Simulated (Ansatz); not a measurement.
**Converging the k-point mesh: a (100) slab of HfC (cut from a parent of space group no. 225; 8 atoms in the cell)**

```
CELL_PARAMETERS angstrom
      3.29738     0.00000     0.00000
     -3.29738     3.29738     0.00000
      0.00000     0.00000    20.99480
ATOMIC_POSITIONS crystal
  C  0.00000 0.00000 0.33342
  C  0.00000 0.50000 0.44447
  C  0.00000 0.00000 0.55553
  C  0.00000 0.50000 0.66658
  Hf 0.00000 0.00000 0.44447
  Hf 0.00000 0.50000 0.33342
  Hf 0.00000 0.00000 0.66658
  Hf 0.00000 0.50000 0.55553
```

Method: LDA (PW92), default PAW files made with PBE (plane waves; Ansatz, a quantum-chemistry and plane-wave program).

Base settings: basis.ecutwfc = 30.9 Ry; kpoints.mp_grid.grid = 13 13 1; hamiltonian.xc = lda; hamiltonian.pseudopotentials = {kind: paw} (the program's default PAW files); scf.occupations.method = fermi_dirac; scf.occupations.width = 0.0073 Ry.

Only quantities that move along the ladder and can be compared are tabulated.

The count of work is k-points × plane waves × bands × iterations; it is no time. 

The starting cell has typed, rounded lattice constants, without a prior relaxation at this level. The slab is cut from that crystal, and its faces are unrelaxed. Its lattice was rescaled by up to half a per cent. Spin polarisation is off, though cut faces can carry moments; the slab shows no gap. In the base run, forces exceed 1 eV/Å.

Steps (kpoints.mp_grid.grid): 3 3 1; 4 4 1; 5 5 1; 6 6 1; 8 8 1; 9 9 1; 10 10 1; 12 12 1; 13 13 1; 14 14 1; 16 16 1; 19 19 1; 22 22 1; 26 26 1; 31 31 1; 36 36 1.

Question: What is the coarsest kpoints.mp_grid.grid that holds the forces within 0.01 eV/Å of the last step, with all finer ones?

Answer: 12 12 1, at 0.15 of the last step's count of work; the step before is off by 0.017 eV/Å.

Question: What is the coarsest kpoints.mp_grid.grid that holds the free energy within 1 meV/atom of the last step, with all finer ones?

Answer: 6 6 1, at 0.053 of the last step's count of work; the step before is off by 1.7 meV/atom.

| kpoints.mp_grid.grid | free energy less the last step's (meV/atom) | largest difference of a force vector from the last step's (eV/Å) | count of work / last |
|---|---|---|---|
| 3 3 1 | 28.44 | 0.301 | 0.018 |
| 4 4 1 | 6.05 | 0.087 | 0.032 |
| 5 5 1 | -1.71 | 0.031 | 0.032 |
| 6 6 1 | 0.22 | 0.027 | 0.053 |
| 8 8 1 | 0.36 | 0.019 | 0.079 |
| 9 9 1 | 0.25 | 0.021 | 0.079 |
| 10 10 1 | -0.12 | 0.017 | 0.11 |
| 12 12 1 | -0.05 | 0.004 | 0.15 |
| 13 13 1 | 0.10 | 0.002 | 0.15 |
| 14 14 1 | 0.15 | 0.003 | 0.19 |
| 16 16 1 | 0.07 | 0.003 | 0.24 |
| 19 19 1 | -0.05 | 0.000 | 0.29 |
| 22 22 1 | 0.00 | 0.001 | 0.41 |
| 26 26 1 | 0.00 | 0.000 | 0.55 |
| 31 31 1 | 0.00 | 0.000 | 0.72 |
| 36 36 1 | 0.00 | 0.000 | 1.0 |

Keys are those of Ansatz 0.2.
